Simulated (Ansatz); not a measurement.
The starting structures come from a database of crystals and need not be the phases stable at ambient conditions.

The decay constant κ of evanescent states in the gap governs leakage through a thin film.

Here is the system:

```
CELL_PARAMETERS angstrom
      4.17236     0.00000     0.00000
      1.45568     5.77172     0.00000
      0.00000     0.00000     4.15620
ATOMIC_POSITIONS crystal
  Rb 0.82666 0.28828 0.25000
  Rb 0.17334 0.71172 0.75000
  H  0.52215 0.92235 0.25000
  H  0.47785 0.07765 0.75000
  O  0.67096 0.76989 0.25000
  O  0.32904 0.23011 0.75000
```

Space group of this cell: P2_1/m. The cell is taken as given.

Transport runs along the normal of the first two printed cell vectors.

The gap is the functional's own. No spin-orbit coupling. Mid-gap values are interpolated on the energy grid.

### Question
Give the band gap and the smallest decay constant κ at mid-gap that PBEsol run with Ansatz (a quantum-chemistry and plane-wave program) yields.

### Answer
Gap 3.17 eV on a 8×6×8 mesh; κ = 0.317 1/Å, at the zone centre.
